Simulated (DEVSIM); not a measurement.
System: GaAs p-n junction from an implanted or diffused profile, at 400 K.

| layer (left to right) | material | thickness (μm) | Nd (cm⁻³) | τn (s) | τp (s) |
|---|---|---|---|---|---|
| 1 | GaAs | 25.0 | 4.8e15 | 2e-8 | 2e-8 |

Added acceptor profile: 4.7e17 cm⁻³ × exp(−(x − 0 μm)²/(2·(0.085 μm)²)). Left contact: ohmic. Right contact: ohmic. Voltage is applied to the left contact. Recombination: SRH at mid-gap. Mobility is μmin + (μ − μmin)/(1 + (N/Nref)^α).

The device is made up for the run: typed textbook-type constants, with dimensions and the other settings drawn at random. Values at 300 K; Nc and Nv go as T^1.5, mobilities as T to minus their exponent, the gap by Varshni's rule with the affinity fixed.

```tsv
parameter	GaAs
gap (eV)	1.424
affinity (eV)	4.07
permittivity	12.9
Nc (cm⁻³)	4.7e17
Nv (cm⁻³)	9e18
μn (cm²/Vs)	8500
μp (cm²/Vs)	400
μn,min	500
μp,min	20
Nref,n	6e16
Nref,p	1.5e17
αn	0.39
αp	0.38
T exponent of μn	2.1
T exponent of μp	2.2
Varshni α (eV/K)	0.000541
Varshni β (K)	204
```

DEVSIM, 1D drift-diffusion, Boltzmann statistics, complete ionisation; no tunnelling, impact ionisation, image-force lowering or self-heating.

### Question
Tabulate band edges, carrier densities and field at -20.0 V on the left contact.

### Answer
Energies count from the Fermi level of the right contact; mesh points crowd at the junctions.

| x (μm) | Ec (eV) | Ev (eV) | n (cm⁻³) | p (cm⁻³) | field (V/cm) |
|---|---|---|---|---|---|
| 0.000 | 21.260 | 19.883 | < 1e2 | 4.7e17 | -350 |
| 0.02129 | 21.259 | 19.882 | < 1e2 | 4.5e17 | -1100 |
| 0.05134 | 21.254 | 19.876 | < 1e2 | 3.8e17 | -2600 |
| 0.09376 | 21.229 | 19.851 | < 1e2 | 1.9e17 | -15000 |
| 0.1717 | 20.601 | 19.224 | 360 | 2.3e9 | -140000 |
| 0.2329 | 19.682 | 18.305 | 2300 | 1400000 | -160000 |
| 0.2958 | 18.687 | 17.310 | 4000 | 1300000 | -160000 |
| 0.3774 | 17.423 | 16.045 | 6600 | 1200000 | -150000 |
| 0.4584 | 16.212 | 14.835 | 9500 | 1200000 | -150000 |
| 0.6331 | 13.750 | 12.373 | 17000 | 1200000 | -140000 |
| 1.004 | 9.201 | 7.824 | 37000 | 1100000 | -110000 |
| 2.218 | 0.801 | -0.576 | 5.8e7 | 340000 | -28000 |
| 4.371 | 0.173 | -1.204 | 4.8e15 | 3700 | ≈ 0 |
| 8.944 | 0.173 | -1.204 | 4.8e15 | 7800 | ≈ 0 |
| 18.23 | 0.173 | -1.204 | 4.8e15 | 9200 | ≈ 0 |
| 21.76 | 0.173 | -1.204 | 4.8e15 | 9200 | ≈ 0 |
| 23.52 | 0.173 | -1.204 | 4.8e15 | 9300 | ≈ 0 |
| 24.30 | 0.173 | -1.204 | 4.8e15 | 9300 | ≈ 0 |
| 24.75 | 0.173 | -1.204 | 4.8e15 | 9300 | ≈ 0 |
| 24.89 | 0.173 | -1.204 | 4.8e15 | 9300 | ≈ 0 |
| 24.96 | 0.173 | -1.204 | 4.8e15 | 9300 | ≈ 0 |
| 25.00 | 0.173 | -1.204 | 4.8e15 | 9300 | ≈ 0 |
